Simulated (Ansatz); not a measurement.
Worked example: self-consistent single point of MgO (P6_3/mmc, 4 atoms in the cell) in Ansatz (an electronic-structure program)

Method: PBEsol, default PAW files made with PBE (plane waves; Ansatz).

Input:

Ansatz 0.2 input:
```yaml
crystal:
  lattice:
    - [3.517757, 0.000000, 0.000000]
    - [-1.758879, 3.046468, 0.000000]
    - [0.000000, 0.000000, 4.215642]
  atoms:
    - { symbol: Mg, position: [0.666667, 0.333333, 0.750000] }
    - { symbol: Mg, position: [0.333333, 0.666667, 0.250000] }
    - { symbol: O, position: [0.666667, 0.333333, 0.250000] }
    - { symbol: O, position: [0.333333, 0.666667, 0.750000] }
basis:
  ecutwfc: 420.0 eV
kpoints:
  mp_grid: { grid: [11, 11, 8] }
hamiltonian:
  xc: pbesol
  pseudopotentials: { kind: paw }
scf:
  occupations: { method: fixed }
output:
  forces: true
  eigenvalues: true
  stress: true
```

Log, with long lists cut:

```
WARN the atoms were moved onto the symmetric positions of the space group found under crystal.symmetry.tolerance 1.0e-5 (fractional …
WARN ansatz: RAYON_NUM_THREADS=1 ignored (pool sized by the plan → 1); use --threads N
Pseudopotentials: kind: paw
Pseudopotential: Mg, paw, valence charge 10
Pseudopotential: O, paw, valence charge 6
Crystal: 4 atoms, lattice volume = 45.178 Å³
Basis set: ecut = 420 eV, 885 PW (Γ), exchange–correlation on 48×48×60 points (8 copies of the dense FFT grid, shifted against one another)
Bands: 20, of which v1, the nominal top of the filled ones, is band 16 counted from 1 (15 counted from 0)
Symmetry: 24 space group operations
Space group: P63/mmc (ITA 194), of the structure as read, at distance tolerance 3.6e-5 Å
k-points: 80 of 968
PAW frozen core: Mg, regenerated for the run's functional, and the local potential with it
PAW frozen core: O, regenerated for the run's functional, and the local potential with it
Initial density: superposition of atomic densities (neutral atoms: chi_scale 0, normalization atom), corrected by the library's trained network
Initial wavefunctions: pseudopotential atomic-orbital guess
Eigensolver: davidson
Functional: x = pbesol(κ = 0.804, μ = 0.12345679012345678), c = pbesol(β = 0.046)
SCF iter   1: F=—  HF=-4951.495101 eV  |F-HF|=—  |Δ(HF+E_count)|=         —  Δρ=1.36e-2  dr2=6.84e-2  ethr=1.77e-3  ⟨swp⟩=4.8  Hψ=6604  notcnv=0  defer=154
all-band conjugate gradients solve this SCF's bands
preconditioner: auto → Resta (q_TF=auto, 2.576 Å⁻¹)
SCF iter   2: F=—  HF=-4951.475851 eV  |F-HF|=—  |Δ(HF+E_count)|=   1.93e-2  Δρ=2.46e-3  dr2=9.46e-4  ethr=2.14e-4  ⟨swp⟩=2.0  Hψ=2816  notcnv=0  defer=160
SCF iter   3: F=—  HF=-4951.475621 eV  |F-HF|=—  |Δ(HF+E_count)|=   2.30e-4  Δρ=8.98e-4  dr2=2.16e-4  ethr=2.96e-6  ⟨swp⟩=3.0  Hψ=3031  notcnv=0  defer=160
SCF iter   4: F=—  HF=-4951.475644 eV  |F-HF|=—  |Δ(HF+E_count)|=   2.31e-5  Δρ=2.26e-4  dr2=1.93e-5  ethr=6.74e-7  ⟨swp⟩=2.5  Hψ=2910  notcnv=0  defer=85
SCF iter   5: F=—  HF=-4951.476007 eV  |F-HF|=—  |Δ(HF+E_count)|=   3.63e-4  Δρ=2.95e-5  dr2=4.13e-7  ethr=6.04e-8  ⟨swp⟩=2.0  Hψ=2132  notcnv=0
SCF iter   6: F=-4951.476008 eV  HF=-4951.476008 eV  |F-HF|=7.75e-9  |Δ(HF+E_count)|=   4.44e-7  Δρ=4.73e-6  dr2=1.54e-8  ethr=3.13e-10  ⟨swp⟩=6.0  Hψ=6904  notcnv=0
SCF 1 converged in 6 iterations: F = -4951.476008 eV  dr2 = 1.54e-8
SCF converged after 6 iterations
Free energy (F): -4951.476008 eV
Harris-Foulkes:  -4951.476008 eV  (|F-HF|=7.75e-9)
Internal energy: -4951.476008 eV  (E = F + TS)
E sigma→0 (E₀):  -4951.476008 eV
Fermi energy:    5.799064 eV
--- Per-component energies (eV) ---
  E_band       = -654.747706
  E_kinetic    = 507.359114
  E_local      = -3674.668720  (includes V_loc(G=0)·N_el)
  E_nonlocal   = 287.677437
  E_hartree    = 1306.691051
  E_xc         = -206.531249
  E_vxc        = -266.025940  (∫ρ·V_xc dr)
  E_paw        = -866.106216  (= ΣΔE_a)
  E_vpaw       = -122.481036  (= ΣTr[D̂ρ^β])
  E_aug_tail   = 0.004976  (compensation charges beyond the density's cutoff)
  E_ewald      = -2306.090701
  E_core_change = 0.188300  (= ΣΔE_core)
  E_smearing   = -0.000000  (= −TS)
  E_closure    = -0.000000  (closes the sum)
  Σ components = -4951.476008   (vs F -4951.476008, Δ=0.00e0)
--- Forces (eV/Å), atoms counted from 1 ---
  atom   1  Mg     0.00000000    -0.00000000     0.00000000
   [... zero for the other atoms too ...]
  max |Σ_I F_I| component: 1.73e-17 eV/Å
--- Stress (GPa, compression-positive) ---
       -2.371823      -0.000000       0.000000
       -0.000000      -2.371823       0.000000
        0.000000       0.000000      -2.268620
  P = ⅓ Tr σ = -2.3374 GPa (-23.374 kbar)
  The stress holds the Pulay correction. Without it, at fixed plane waves, as pw.x and ABINIT print it: P = -2.8719 GPa
--- Band table (eV; the first three rows and the last of 80) ---
  k-point 0: bands = ["-66.1186", "-66.1073", "-33.0958", "-33.0791", "-33.0791", "-33.0536", "-33.0536", "-33.0254", "-10.9434", "-9.5871", "2.2290", "4.1068", "4.1068", "5.0251", "5.0251", "5.7991", "8.9836", "14.9744", "17.6907", "18.0542"]
  k-point 1: bands = ["-66.1182", "-66.1077", "-33.0935", "-33.0781", "-33.0781", "-33.0546", "-33.0546", "-33.0284", "-10.8908", "-9.6364", "2.2948", "4.1395", "4.1395", "4.9874", "4.9874", "5.4883", "9.3159", "14.6843", "17.9889", "17.9924"]
  k-point 2: bands = ["-66.1169", "-66.1090", "-33.0866", "-33.0753", "-33.0753", "-33.0573", "-33.0573", "-33.0368", "-10.7411", "-9.7787", "2.5013", "4.2327", "4.2327", "4.8105", "4.8817", "4.8817", "10.0781", "13.9611", "17.9341", "17.9341"]
  k-point 79: bands = ["-66.1123", "-66.1123", "-33.1053", "-33.1053", "-33.0739", "-33.0739", "-33.0353", "-33.0353", "-9.9289", "-9.9289", "2.2266", "2.2266", "3.4337", "3.4337", "5.4190", "5.4190", "13.6421", "13.6421", "16.4281", "16.4281"]
```

The run converged in 6 iterations.

The starting cell comes from a database of computed structures (which also holds hypothetical and non-ambient phases and stackings), without a prior relaxation at this level. Its lattice was rescaled by a random factor within 2.5 % of one. Ansatz's pressure includes its estimate of the finite-basis (Pulay) stress. Without the estimate this run gives -2.87 GPa.
